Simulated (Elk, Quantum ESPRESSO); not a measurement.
A Quantum ESPRESSO input for a self-consistent single point of V6FeNi (Pm-3, 8 atoms in the cell) (DFT, PBEsol, plane waves, GBRV 1.5 ultrasoft (PBESOL) pseudopotentials):

```fortran
&CONTROL
    calculation = 'scf'
    prefix = 'v6feni'
    outdir = './out'
    pseudo_dir = './'
    tprnfor = .true.
    tstress = .true.
/
&SYSTEM
    ibrav = 1
    A = 4.629720000
    nat = 8
    ntyp = 3
    ecutwfc = 50
    ecutrho = 400
    occupations = 'smearing'
    smearing = 'fermi-dirac'
    degauss = 0.0073499
/
&ELECTRONS
    conv_thr = 1.0d-10
    mixing_beta = 0.7
/
ATOMIC_SPECIES
V     50.9415  v_pbesol_v1.4.uspp.F.UPF
Fe    55.8450  fe_pbesol_v1.5.uspp.F.UPF
Ni    58.6934  ni_pbesol_v1.4.uspp.F.UPF
ATOMIC_POSITIONS {crystal}
V     0.000000000    0.500000000    0.747910000
V     0.000000000    0.500000000    0.252090000
V     0.747910000    0.000000000    0.500000000
V     0.252090000    0.000000000    0.500000000
V     0.500000000    0.747910000    0.000000000
V     0.500000000    0.252090000    0.000000000
Fe    0.500000000    0.500000000    0.500000000
Ni    0.000000000    0.000000000    0.000000000
K_POINTS {automatic}
5 5 5  0 0 0
```

Task: Translate this input to Elk.

Result: One input that does it (others would too):

```
tasks
  0

xctype
  22

rgkmax
  7.0

rmtscf
  0.85

stype
  3

swidth
  0.00367493

scale
  8.748902834

avec
    1.0000000000    0.0000000000    0.0000000000
    0.0000000000    1.0000000000    0.0000000000
    0.0000000000    0.0000000000    1.0000000000

atoms
  3   : nspecies
  'V.in'   : spfname
  6   : natoms; atposl, bfcmt below
  0.0000000000  0.5000000000  0.7479100000    0.0 0.0 0.0
  0.0000000000  0.5000000000  0.2520900000    0.0 0.0 0.0
  0.7479100000  0.0000000000  0.5000000000    0.0 0.0 0.0
  0.2520900000  0.0000000000  0.5000000000    0.0 0.0 0.0
  0.5000000000  0.7479100000  0.0000000000    0.0 0.0 0.0
  0.5000000000  0.2520900000  0.0000000000    0.0 0.0 0.0
  'Fe.in'   : spfname
  1   : natoms; atposl, bfcmt below
  0.5000000000  0.5000000000  0.5000000000    0.0 0.0 0.0
  'Ni.in'   : spfname
  1   : natoms; atposl, bfcmt below
  0.0000000000  0.0000000000  0.0000000000    0.0 0.0 0.0

ngridk
  5 5 5
```

Basis, cutoffs, solver keys and any potentials are the target program's own. This input uses DFT, PBEsol, all-electron FP-LAPW, Elk's shipped species files, default APW+lo basis.

The starting cell comes from a database of computed structures (which also holds hypothetical and non-ambient phases and stackings), without a prior relaxation at this level.
